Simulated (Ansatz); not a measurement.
SiO2 (within 0.1 Å of C222₁, No. 20, 12 atoms in the cell; start mp-555891; a measured phase of this formula has another space group) was calculated with G0W0@PBEsol (Ansatz, an electronic-structure program, plane waves, hard PAW, contour deformation).

The cell is the one relaxed with PBEsol. Conventional cell: a = 4.9890 Å, b = 8.8351 Å, c = 8.3214 Å, α = 90.00°, β = 90.00°, γ = 90.00°.

One run with a 6×4×6 mesh, response cutoff 70 eV and 448 empty bands, not extrapolated in mesh or basis; no spin–orbit coupling.

Highest filled and lowest empty level by k point (fractions of the reciprocal vectors of the cell (4.989 0.000 -0.023) (0.000 8.321 0.000) (-2.474 0.000 4.429) Å; eV from the valence maximum of each method):

| k | PBEsol filled | PBEsol empty | QP filled | QP empty |
|---|---|---|---|---|
| 0 0 0 | -0.03 | 5.60 | -0.03 | 8.39 |
| 0 0 0.167 | -0.02 | 5.97 | -0.02 | 8.81 |
| 0 0.25 -0.5 | -0.11 | 7.89 | -0.13 | 11.23 |
| 0.167 0.25 -0.5 | -0.17 | 7.73 | [?] | [?] |
| 0.333 0 0.167 | -0.17 | 7.63 | -0.19 | 10.77 |
| 0.333 0 -0.5 | -0.17 | 7.63 | [?] | [?] |
| -0.5 0 0.333 | -0.17 | 7.69 | -0.19 | 10.76 |
| -0.5 0.25 0 | -0.24 | 7.98 | -0.27 | 11.28 |

Task: Estimate the withheld levels to about 0.1 eV.

Result: 
- 0.167 0.25 -0.5, QP filled: -0.19
- 0.167 0.25 -0.5, QP empty: 10.89
- 0.333 0 -0.5, QP filled: -0.19
- 0.333 0 -0.5, QP empty: 10.77

A start named mp-… is a Materials Project structure, which need not be a measured phase.
